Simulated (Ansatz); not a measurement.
Input and output of a self-consistent single point for VCrB2 (P1, 4 atoms in the cell) (Ansatz, an electronic-structure program).

Computed with LDA (PW92), PAW files made with PBE (plane waves; Ansatz).

The change in words: atoms moved at random. Reference geometry:
```
CELL_PARAMETERS angstrom
      2.99017     0.00000     0.00000
      0.00000     1.51800     4.03244
      0.00000    -1.51800     4.03244
ATOMIC_POSITIONS crystal
  V  0.50000 0.14781 0.14781
  Cr 0.00000 0.85370 0.85370
  B  0.00000 0.56275 0.56275
  B  0.50000 0.43574 0.43574
```

Reference input (self-consistent single point, DFT, LDA (PW92), plane waves, PAW files made with PBE): basis.ecutwfc = 420 eV; kpoints.mp_grid.grid = 9 9 9; hamiltonian.xc = lda; hamiltonian.pseudopotentials = {kind: paw} (an earlier, softer set of the program's PAW files); scf.occupations.method = fermi_dirac; scf.occupations.width = 0.05 eV. This run's input differs from it in these lines:

Ansatz 0.2 input:
```diff
@@ -7,6 +7,6 @@
   atoms:
-    - { symbol: V, position: [0.50000000, 0.14781000, 0.14781000] }
-    - { symbol: Cr, position: [0.00000000, 0.85370000, 0.85370000] }
-    - { symbol: B, position: [0.00000000, 0.56275000, 0.56275000] }
-    - { symbol: B, position: [0.50000000, 0.43574000, 0.43574000] }
+    - { symbol: V, position: [0.50308200, 0.12607800, 0.17383800] }
+    - { symbol: Cr, position: [-0.00549700, 0.86384700, 0.83901300] }
+    - { symbol: B, position: [-0.00057300, 0.58199100, 0.54572200] }
+    - { symbol: B, position: [0.50298700, 0.42808500, 0.44142700] }
 basis:
```

Log, with long lists cut:

```
SCF iter   1: F=—  HF=-6493.096575 eV  |F-HF|=—  |Δ(HF+E_count)|=         —  Δρ=3.39e-1  dr2=5.95e1  ethr=3.10e-3  ⟨swp⟩=4.5  Hψ=28941  notcnv=0
all-band conjugate gradients solve this SCF's bands
preconditioner: auto → Kerker (q_TF=auto, 2.682 Å⁻¹)
SCF iter   2: F=—  HF=-6486.034065 eV  |F-HF|=—  |Δ(HF+E_count)|=    7.06e0  Δρ=6.27e-2  dr2=2.39e0  ethr=3.10e-3  ⟨swp⟩=3.8  Hψ=20987  notcnv=0
   [... lines left out ...]
SCF iter   7: F=—  HF=-6485.649388 eV  |F-HF|=—  |Δ(HF+E_count)|=   6.57e-5  Δρ=1.93e-4  dr2=1.58e-5  ethr=1.65e-6  ⟨swp⟩=1.4  Hψ=8020  notcnv=0
SCF iter   8: F=—  HF=-6485.649374 eV  |F-HF|=—  |Δ(HF+E_count)|=   1.47e-5  Δρ=2.02e-4  dr2=1.63e-5  ethr=4.79e-8  ⟨swp⟩=2.0  Hψ=10562  notcnv=0
SCF iter   9: F=—  HF=-6485.649372 eV  |F-HF|=—  |Δ(HF+E_count)|=   1.47e-6  Δρ=5.91e-5  dr2=1.40e-6  ethr=4.79e-8  ⟨swp⟩=1.0  Hψ=7668  notcnv=0
SCF iter  10: F=-6485.649372 eV  HF=-6485.649372 eV  |F-HF|=7.04e-9  |Δ(HF+E_count)|=   1.35e-7  Δρ=4.81e-6  dr2=9.20e-9  ethr=3.03e-10  ⟨swp⟩=3.1  Hψ=25845  notcnv=0
SCF 1 converged in 10 iterations: F = -6485.649372 eV  dr2 = 9.20e-9
Free energy (F): -6485.649372 eV
Internal energy: -6485.629061 eV  (E = F + TS)
E sigma→0 (E₀):  -6485.639217 eV
Entropy (-TS):   -0.020311 eV (-5.078 meV/atom)
Fermi energy:    16.249944 eV
--- Forces (eV/Å), atoms counted from 1 ---
  atom   1  V     -0.13462192     1.34404902    -0.50646052
  atom   2  Cr     0.19972532    -0.50173211     0.48487782
  atom   3  B      0.10475048    -0.98969705    -0.43611334
  atom   4  B     -0.16984887     0.14736992     0.45771703
--- Stress (GPa, compression-positive) ---
      -25.354130      -0.417353      -0.128636
       -0.417353     -24.682908       2.238996
       -0.128636       2.238998     -26.485344
  P = ⅓ Tr σ = -25.5075 GPa (-255.075 kbar)
  The stress holds the Pulay correction. Without it, at fixed plane waves, as pw.x and ABINIT print it: P = -25.6762 GPa
```

The run converged in 10 iterations. Against the reference run the free energy rises by 27.4 meV/atom, the pressure goes from -26.38 to -25.51 GPa and the largest force goes from 0.281 to 1.443 eV/Å.

The starting cell comes from a database of computed structures (which also holds hypothetical and non-ambient phases and stackings), without a prior relaxation at this level. Its lattice was rescaled by a random factor within 2.5 % of one. For this run, on top of that: atoms moved at random. Spin polarisation is off. With a pressure of about -26 GPa the cell is away from its equilibrium volume at this level. Forces in this geometry exceed 1 eV/Å. Ansatz's pressure includes its estimate of the finite-basis (Pulay) stress.

Cost on one core of a shared machine: roughly 40 s.
